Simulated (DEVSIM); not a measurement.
## abrupt Ge n-p junction

System: abrupt Ge n-p junction, at 300 K.

| layer (left to right) | material | thickness (μm) | Nd (cm⁻³) | Na (cm⁻³) | τn (s) | τp (s) |
|---|---|---|---|---|---|---|
| 1 | Ge | 0.130 | 1.2e18 | - | 5.2e-5 | 5.2e-5 |
| 2 | Ge | 2.30 | - | 9.4e17 | 5.2e-5 | 5.2e-5 |

Left contact: ohmic. Right contact: ohmic. Voltage is applied to the left contact. Recombination: SRH at mid-gap, Auger. Mobility is μmin + (μ − μmin)/(1 + (N/Nref)^α).

This is a model device: material constants are rounded textbook-type values typed into the input, and sizes, dopings and lifetimes were drawn at random. Values at 300 K.

| parameter | Ge |
|---|---|
| gap (eV) | 0.664 |
| affinity (eV) | 4 |
| permittivity | 16 |
| Nc (cm⁻³) | 1.04e19 |
| Nv (cm⁻³) | 6e18 |
| μn (cm²/Vs) | 3900 |
| μp (cm²/Vs) | 1900 |
| μn,min | 150 |
| μp,min | 100 |
| Nref,n | 2.6e17 |
| Nref,p | 4e17 |
| αn | 0.56 |
| αp | 0.6 |
| Cn (cm⁶/s) | 1e-31 |
| Cp (cm⁶/s) | 1e-31 |

DEVSIM, 1D drift-diffusion, Boltzmann statistics, complete ionisation; no tunnelling, impact ionisation, image-force lowering or self-heating.

```
Property                                             Value
---------------------------------------------  -----------
Potential step across the device at zero bias      0.560 V
Largest field in the device at zero bias       250000 V/cm
Dark forward voltage at 1 A/cm²                    0.237 V
Dark forward voltage at 100 A/cm²                  0.357 V
```

Dark forward current:

(V (V), J (A/cm²)): (-0.05, -0.00064); (-0.10, -0.0050); (-0.15, -0.035); (-0.20, -0.24); (-0.25, -1.6); (-0.30, -11); (-0.35, -77); (-0.40, -510); (-0.45, -3000)
